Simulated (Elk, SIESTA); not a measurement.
A SIESTA input for a self-consistent single point of Te₃Au (P4/mmm, 4 atoms in the cell) (DFT, GGA PBEsol with spin-orbit coupling, numerical atomic orbitals DZP, PseudoDojo PBEsol fully relativistic norm-conserving potentials (rewritten from UPF to PSML)):

```
# files in the folder: Te.psml Au.psml (PseudoDojo PBEsol fully relativistic)
SystemName  Te3Au
SystemLabel siesta

NumberOfAtoms                4
NumberOfSpecies              2
%block ChemicalSpeciesLabel
  1 52 Te
  2 79 Au
%endblock ChemicalSpeciesLabel
LatticeConstant              1.0 Ang
%block LatticeVectors
     3.102600000    0.000000000    0.000000000
     0.000000000    3.102600000    0.000000000
     0.000000000    0.000000000   12.939470000
%endblock LatticeVectors
AtomicCoordinatesFormat      Ang
%block AtomicCoordinatesAndAtomicSpecies
     0.000000000    0.000000000    2.620113280  1
     0.000000000    0.000000000   10.319356720  1
     0.000000000    0.000000000    6.469735000  1
     0.000000000    0.000000000    0.000000000  2
%endblock AtomicCoordinatesAndAtomicSpecies

XC.functional                GGA
XC.authors                   PBEsol
PAO.BasisSize                DZP
PAO.EnergyShift              0.005 Ry
MeshCutoff                   300 Ry
%block kgrid.MonkhorstPack
    7   0   0  0.0
    0   7   0  0.0
    0   0   2  0.0
%endblock kgrid.MonkhorstPack
OccupationFunction           MP
OccupationMPOrder            0
ElectronicTemperature        0.1 eV
Spin                         spin-orbit
%block DM.InitSpin
  1 0.00 0.00 0.00
  2 0.00 0.00 0.00
  3 0.00 0.00 0.00
  4 0.00 0.00 0.00
%endblock DM.InitSpin

MaxSCFIterations             150
SCF.Mixer.Method             Pulay
SCF.Mixer.Weight             0.2
SCF.Mixer.History            8
SCF.DM.Tolerance             1.0E-04
Diag.ParallelOverK           true
WriteForces                  true
Charge.Mulliken              end
```

Translate this input to Elk.

This is the input that was run; spellings and numerical settings could be chosen otherwise.

```
tasks
  0

xctype
  22

spinorb
  .true.

rmtscf
  0.86

lmaxi
  3

nempty
  10

stype
  0

swidth
  0.00367493

maxscl
  100

avec
    5.8630642743    0.0000000000    0.0000000000
    0.0000000000    5.8630642743    0.0000000000
    0.0000000000    0.0000000000   24.4520544978

atoms
  2
  'Te.in'
  3
  0.0000000000  0.0000000000  0.2024900000    0.0 0.0 0.0
  0.0000000000  0.0000000000  0.7975100000    0.0 0.0 0.0
  0.0000000000  0.0000000000  0.5000000000    0.0 0.0 0.0
  'Au.in'
  1
  0.0000000000  0.0000000000  0.0000000000    0.0 0.0 0.0

ngridk
  7 7 2
```

Basis settings and potentials, where a program has them, do not carry over. This input uses DFT, PBEsol, spin-orbit coupling in second variation, all-electron FP-LAPW, Elk's shipped species files, default APW+lo basis.

The starting cell comes from a database of computed structures (which also holds hypothetical and non-ambient phases and stackings), without a prior relaxation at this level.
